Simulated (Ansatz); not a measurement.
The parent structure is InSb in the zinc blende structure (space group F-43m, No. 216; a = 6.519 Å).

Calculations: Ansatz (a first-principles code), PBEsol, PAW, cutoff 420 eV, no spin-orbit coupling.

Base values:

The pressure is 0.0 GPa.

Perturbation: an isotropic linear strain of −0.50 %; the atoms relax in the strained cell.

Task: How does this affect the pressure and energy relative to the base?

Result: The pressure goes from zero to 0.7 GPa; the energy increases by 1.1 meV/atom.

Stability against distortions was not tested. All final runs are without spin polarisation.
